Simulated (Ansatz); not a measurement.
Results of PBEsol (plane waves, PAW; Ansatz, a quantum-chemistry and plane-wave program) for Ca(OH)2 (P-3m1, No. 164).

Numerical settings: plane-wave cutoff 520 eV, 12×12×8 k mesh (along the axes of the cell as run), Fermi–Dirac smearing 0.01 eV, scalar-relativistic PAW data made under PBE.

Energies at three volumes about the minimum:

```json
[
 {"V (Å³/atom)": "10.262", "E − E_lowest (meV/atom)": "0.48"},
 {"V (Å³/atom)": "10.472", "E − E_lowest (meV/atom)": "0.00"},
 {"V (Å³/atom)": "10.681", "E − E_lowest (meV/atom)": "0.43"}
]
```

Q: Fit a parabola by hand: where is the minimum, and what is the bulk modulus?

A: Slopes: (0.00 − 0.48)/(10.472 − 10.262) = -2.286 and (0.43 − 0.00)/(10.681 − 10.472) = 2.057 meV/Å³. Curvature E″ = 2 × (2.057 − (-2.286))/(10.681 − 10.262) = 20.730 meV/Å⁶. From the middle of the first interval, the slope vanishes at V0 = 10.3670 − (-2.286)/20.730 = 10.477 Å³/atom. B = V0 E″ = 10.477 × 20.730 meV/Å³ × 0.1602 GPa per meV/Å³ = 34.8 GPa. The full Birch–Murnaghan fit to all volumes gives V0 = 10.471 Å³/atom and B0 = 34.5 GPa.

Shape and atoms are relaxed at each volume.

Note: the relaxation could not lower the start's symmetry, so the cell can be a saddle point above a distorted one.
